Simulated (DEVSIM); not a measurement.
Structure: Si p+/n-/n+ power diode, at 250 K.

Layer 1 from the left is Si, thickness (μm) 0.840, Na (cm⁻³) 1.3e18, τn (s) 1.7e-6, τp (s) 1.7e-6. Layer 2 from the left is Si, thickness (μm) 12.0, Nd (cm⁻³) 1e15, τn (s) 1.7e-6, τp (s) 1.7e-6. Layer 3 from the left is Si, thickness (μm) 1.20, Nd (cm⁻³) 2.6e18, τn (s) 1.7e-6, τp (s) 1.7e-6.

Left contact: ohmic. Right contact: ohmic. Voltage is applied to the left contact. Recombination: SRH at mid-gap. Mobility is constant in doping.

This is a model device: material constants are rounded textbook-type values typed into the input, and sizes, dopings and lifetimes were drawn at random. Values at 300 K; Nc and Nv go as T^1.5, mobilities as T to minus their exponent, the gap by Varshni's rule with the affinity fixed.

Si: gap (eV) 1.124, affinity (eV) 4.05, permittivity 11.7, Nc (cm⁻³) 2.86e19, Nv (cm⁻³) 3.1e19, μn (cm²/Vs) 1417, μp (cm²/Vs) 470, T exponent of μn 2.3, T exponent of μp 2.2, Varshni α (eV/K) 0.000473, Varshni β (K) 636.

DEVSIM, 1D drift-diffusion, Boltzmann statistics, complete ionisation; no tunnelling, impact ionisation, image-force lowering or self-heating.

Problem. What does the simulation give for the dark forward voltage at 100 A/cm², the potential step across the device at zero bias, the dark forward voltage at 1 A/cm²?

Solution. dark forward voltage at 100 A/cm² 0.867 V; potential step across the device at zero bias 1.028 V; dark forward voltage at 1 A/cm² 0.756 V.
